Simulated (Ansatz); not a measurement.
Here is the system:

End structure of Au on the 1x1 (0001) surface of hcp Co, ferromagnetic, one in a 2x2 cell, started at the site 'bridge Co-Co (span 2.5 Å)':

```
CELL_PARAMETERS angstrom
      4.98583     0.00000     0.00000
     -2.49292     4.31786     0.00000
      0.00000     0.00000    25.50000
ATOMIC_POSITIONS crystal
  Co 0.33333 0.16667 0.38286
  Co 0.33333 0.66667 0.38286
  Co 0.83333 0.16667 0.38286
  Co 0.83333 0.66667 0.38286
  Co 0.16667 0.33333 0.45946
  Co 0.16667 0.83333 0.45946
  Co 0.66667 0.33333 0.45946
  Co 0.66667 0.83333 0.45946
  Co 0.33282 0.16641 0.54021
  Co 0.33337 0.66669 0.54045
  Co 0.83264 0.16620 0.54050
  Co 0.83264 0.66644 0.54050
  Co 0.16381 0.33555 0.61709
  Co 0.16381 0.82825 0.61709
  Co 0.66987 0.33494 0.61727
  Co 0.66645 0.83323 0.61791
  Au 0.32919 0.16460 0.69986
```

Slab: 17 atoms, 6.0 Å thick at the start under the adsorbate (thin: gaps and levels are the slab's own); k 7x7x1, smearing 0.1 eV, dipole-corrected; 8 atoms held, the rest relaxed; held to the start's symmetry, so lower structures may exist; spin-polarised, no spin-orbit, no U, no dispersion correction. At the end it is bonded to 3 Co. In PBE it is, or lies within 0.03 eV of, the lowest of the starts that converged.

A negative adsorption energy means that the adsorbate is more stable on the surface than in its reference.

What adsorption energy against an atom of fcc Au does Ansatz (a program for electronic structure) with PBE give?

0.071 eV

Give the work function of the top face at the level PBE.

4.35 eV

Estimate the change of the step from the bottom to the top vacuum level, against the clean slab that PBE returns for this input.

-0.62 eV

Estimate the change of the work function that PBE returns for this input.

-0.63 eV
